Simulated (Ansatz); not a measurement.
Consider interstitial N in rutile TiO2, charge state -1. The step: a concerted move, in which O travels most; the atom moves 1.60 Å along (-0.24, -0.24, 0.01) of the unit cell; at the start the N atom holds a host O site and a host atom stands off its site; at the end the N atom holds a host O site and a host atom stands off its site; the moving atom starts with neighbours N at 1.41; Ti at 2.04, Ti at 2.06, Ti at 2.17 Å and ends with N at 1.42; 2 Ti at 2.05, Ti at 2.17 Å. A PBE band in Ansatz (plane-wave PAW, one k-point at (0.250, 0.250, 0.250), 72 host sites, 113 SCF runs with any check of the saddle's order, static, no finite-size correction) gives a forward barrier of 0.90 eV. The saddle point's order was not checked. The charge state is imposed; whether it is stable for some Fermi level was not computed. Sites that were not tried may lie lower.

Single points at the band's start and saddle point can refine it. Rough cost of one point, in units of the band's mean SCF on the same machine:

| Level | Cost of one point |
|---|---|
| PBE, a 2×2×2 k-point mesh shifted by half a step | about 5 |
| r2SCAN at 500 eV, one k-point at (0.250, 0.250, 0.250) | about 3 |

Which of these move the barrier by more than 0.1 eV, and how far does each move it?

Not one does. PBE, a 2×2×2 k-point mesh shifted by half a step: +0.02 eV; r2SCAN at 500 eV, one k-point at (0.250, 0.250, 0.250): +0.05 eV. Each functional is compared with PBE at the same k-points.

Ansatz is a program for electronic structure.
